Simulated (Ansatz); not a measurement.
```
CELL_PARAMETERS angstrom
     32.00000     0.00000     0.00000
      0.00000    32.00000     0.00000
      0.00000     0.00000     3.20147
ATOMIC_POSITIONS crystal
  W  0.78427 0.52908 0.50000
  S  0.73200 0.54720 0.00000
  S  0.82536 0.56981 0.00000
  S  0.70606 0.61658 0.50000
  W  0.76137 0.61550 0.00000
  S  0.78787 0.66693 0.50000
  W  0.71289 0.69061 0.50000
  S  0.65994 0.67455 0.00000
  S  0.72219 0.74772 0.00000
  S  0.59818 0.71544 0.50000
  W  0.64356 0.74707 0.00000
  S  0.63477 0.80425 0.50000
  W  0.56019 0.77934 0.50000
  S  0.52680 0.73523 0.00000
  S  0.53415 0.83101 0.00000
  S  0.45280 0.73200 0.50000
  W  0.47092 0.78427 0.00000
  S  0.43019 0.82536 0.50000
  W  0.38450 0.76137 0.50000
  S  0.38342 0.70606 0.00000
  S  0.33307 0.78787 0.00000
  S  0.32545 0.65994 0.50000
  W  0.30939 0.71289 0.00000
  S  0.25228 0.72219 0.50000
  W  0.25293 0.64356 0.50000
  S  0.28456 0.59818 0.00000
  S  0.19575 0.63477 0.00000
  S  0.26477 0.52680 0.50000
  W  0.22066 0.56019 0.00000
  S  0.16899 0.53415 0.50000
  W  0.21573 0.47092 0.50000
  S  0.26800 0.45280 0.00000
  S  0.17464 0.43019 0.00000
  S  0.29394 0.38342 0.50000
  W  0.23863 0.38450 0.00000
  S  0.21213 0.33307 0.50000
  W  0.28711 0.30939 0.50000
  S  0.34006 0.32545 0.00000
  S  0.27781 0.25228 0.00000
  S  0.40182 0.28456 0.50000
  W  0.35644 0.25293 0.00000
  S  0.36523 0.19575 0.50000
  W  0.43981 0.22066 0.50000
  S  0.47320 0.26477 0.00000
  S  0.46585 0.16899 0.00000
  S  0.54720 0.26800 0.50000
  W  0.52908 0.21573 0.00000
  S  0.56981 0.17464 0.50000
  W  0.61550 0.23863 0.50000
  S  0.61658 0.29394 0.00000
  S  0.66693 0.21213 0.00000
  S  0.67455 0.34006 0.50000
  W  0.69061 0.28711 0.00000
  S  0.74772 0.27781 0.50000
  W  0.74707 0.35644 0.50000
  S  0.71544 0.40182 0.00000
  S  0.80425 0.36523 0.00000
  S  0.73523 0.47320 0.50000
  W  0.77934 0.43981 0.00000
  S  0.83101 0.46585 0.50000
```

Calculation: PBE (plane waves to 420 eV, PAW; Ansatz, a program for electronic structure). Mesh 1×1×10. No spin polarisation, so a magnetic state wasn't tested. It repeats along c; a and b span vacuum. An idealised model, rolled from the flat sheet. Symmetry and one short period hold its shape; lower forms weren't sought. Values not marked SOC lack spin–orbit coupling.

Problem. Tabulate the two highest filled and two lowest empty levels along the axis, from the valence top.

Solution. 
```json
[
 {"k (2π/c)": "0.000", "v2 (eV)": "-0.08", "v1 (eV)": "-0.02", "c1 (eV)": "1.82", "c2 (eV)": "1.82"},
 {"k (2π/c)": "0.042", "v2 (eV)": "-0.07", "v1 (eV)": "-0.01", "c1 (eV)": "1.83", "c2 (eV)": "1.83"},
 {"k (2π/c)": "0.083", "v2 (eV)": "-0.07", "v1 (eV)": "0.00", "c1 (eV)": "1.84", "c2 (eV)": "1.84"},
 {"k (2π/c)": "0.125", "v2 (eV)": "-0.09", "v1 (eV)": "-0.01", "c1 (eV)": "1.83", "c2 (eV)": "1.83"},
 {"k (2π/c)": "0.167", "v2 (eV)": "-0.15", "v1 (eV)": "-0.08", "c1 (eV)": "1.68", "c2 (eV)": "1.75"},
 {"k (2π/c)": "0.208", "v2 (eV)": "-0.28", "v1 (eV)": "-0.20", "c1 (eV)": "1.48", "c2 (eV)": "1.58"},
 {"k (2π/c)": "0.250", "v2 (eV)": "-0.43", "v1 (eV)": "-0.35", "c1 (eV)": "1.29", "c2 (eV)": "1.41"},
 {"k (2π/c)": "0.292", "v2 (eV)": "-0.53", "v1 (eV)": "-0.53", "c1 (eV)": "1.14", "c2 (eV)": "1.28"},
 {"k (2π/c)": "0.333", "v2 (eV)": "-0.51", "v1 (eV)": "-0.44", "c1 (eV)": "1.09", "c2 (eV)": "1.22"},
 {"k (2π/c)": "0.375", "v2 (eV)": "-0.51", "v1 (eV)": "-0.47", "c1 (eV)": "1.20", "c2 (eV)": "1.30"},
 {"k (2π/c)": "0.417", "v2 (eV)": "-0.61", "v1 (eV)": "-0.60", "c1 (eV)": "1.41", "c2 (eV)": "1.48"},
 {"k (2π/c)": "0.458", "v2 (eV)": "-0.72", "v1 (eV)": "-0.72", "c1 (eV)": "1.63", "c2 (eV)": "1.68"},
 {"k (2π/c)": "0.500", "v2 (eV)": "-0.83", "v1 (eV)": "-0.83", "c1 (eV)": "1.76", "c2 (eV)": "1.76"}
]
```
